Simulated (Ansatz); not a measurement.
# W in the bcc (W type) structure (space group Im-3m, No. 229)

```cif
data_W
_chemical_formula_sum 'W1'
_space_group_name_H-M_alt 'P 1'
_space_group_IT_number 1
_cell_length_a 2.75712
_cell_length_b 2.75712
_cell_length_c 2.75712
_cell_angle_alpha 109.471
_cell_angle_beta 109.471
_cell_angle_gamma 109.471
loop_
_space_group_symop_operation_xyz
  'x, y, z'
loop_
_atom_site_label
_atom_site_type_symbol
_atom_site_fract_x
_atom_site_fract_y
_atom_site_fract_z
_atom_site_occupancy
W1 W 0.00000 0.00000 0.00000 1
```

Level of theory: PBE, PAW, 420 eV (Ansatz, a program for electronic structure; scalar-relativistic without spin-orbit coupling), earlier PAW set. k-mesh 20×20×20 (Γ-centred); smearing 0.05 eV (Fermi–Dirac).

- Volume per atom: 16.13 Å³
- Density: 18.92 g/cm³
- Band gap: zero
- Total energy: -10385.925 eV/atom (σ→0; compares only within this code and set-up)

Whether these cells are dynamically stable was not tested. The final runs are not spin-polarised.
